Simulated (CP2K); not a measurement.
Troubleshooting CP2K: a failed run on HfScSi2 (Amm2, 4 atoms in the cell). The aim is a self-consistent single point with DFT PBEsol, GPW, DZVP-MOLOPT-SR-GTH basis, GTH-PBE potentials (GTH_POTENTIALS).

Cell that was meant: a = 3.6971 Å, b = 5.2734 Å, c = 5.2734 Å, α = 42.60°, β = 90.00°, γ = 90.00°.

Part of the input:

```
  METHOD Quickstep
  STRESS_TENSOR ANALYTICAL
  &DFT
    BASIS_SET_FILE_NAME BASIS_MOLOPT_SR
    POTENTIAL_FILE_NAME GTH_POTENTIALS
    &QS
      METHOD GPW
```

Output, abridged:

```
 GLOBAL| Method name                                                        CP2K
 GLOBAL| Project name                                                    hfscsi2
 GLOBAL| Run type                                                   ENERGY_FORCE

 CELL| Volume [angstrom^3]:                                            69.591043
 CELL| Vector a [angstrom]:       3.697     0.000     0.000   |a| =     3.697100
 CELL| Vector b [angstrom]:       0.000     5.273     0.000   |b| =     5.273375
 CELL| Vector c [angstrom]:       0.000     3.882     3.569   |c| =     5.273375
 CELL| Angle (b,c), alpha [degree]:                                    42.600701
 CELL| Angle (a,c), beta  [degree]:                                    90.000000
 CELL| Angle (a,b), gamma [degree]:                                    90.000000
 CELL| Numerically orthorhombic:                                              NO
 CELL| Periodicity                                                           XYZ

 *******************************************************************************
 *   ___                                                                       *
 *  /   \                                                                      *
 * [ABORT]                                                                     *
 *  \___/   The specified OLD file <BASIS_MOLOPT_SR> cannot be opened. It does *
 *    |      not exist. *
 *  O/|
 * /| |
 * / \                                                   common/cp_files.F:406 *
 *******************************************************************************

 ===== Routine Calling Stack =====

            3 read_qs_kind
            2 create_qs_kind_set
            1 CP2K
Abort(1) on node 0 (rank 0 in comm 0): application called MPI_Abort(MPI_COMM_WORLD, 1) - process 0
```

Q: Read the log: what does the program object to, and what is the fix?

A: The fault is a potential or basis that cannot be found. The input names a file or set that is not where the program looks, or that does not exist under that name. To fix it, correct the name or place the file. The program stopped before any SCF iteration.

An input that runs soundly differs in these lines (not the only fix; some lines may just follow from the change or write a value another way):
```diff
-    BASIS_SET_FILE_NAME BASIS_MOLOPT_SR
+    BASIS_SET_FILE_NAME BASIS_MOLOPT
```

With that input, the run converged in 18 iterations: free energy E − TS -2822.9460 eV; Fermi level (on the code's own zero) 9.83 eV; pressure -1.56 GPa; largest force (vector length) 0.146 eV/Å (DFT PBEsol, GPW, DZVP-MOLOPT-SR-GTH basis, GTH-PBE potentials (GTH_POTENTIALS)).

On the sound input: the starting cell comes from a database of computed structures (which also holds hypothetical and non-ambient phases and stackings), without a prior relaxation at this level. Values carry the incompleteness of an atom-centred basis. The potentials were made for another functional than the one used. Without a gap this mesh is coarse (it stands for a supercell whose shortest vector is 18 Å).
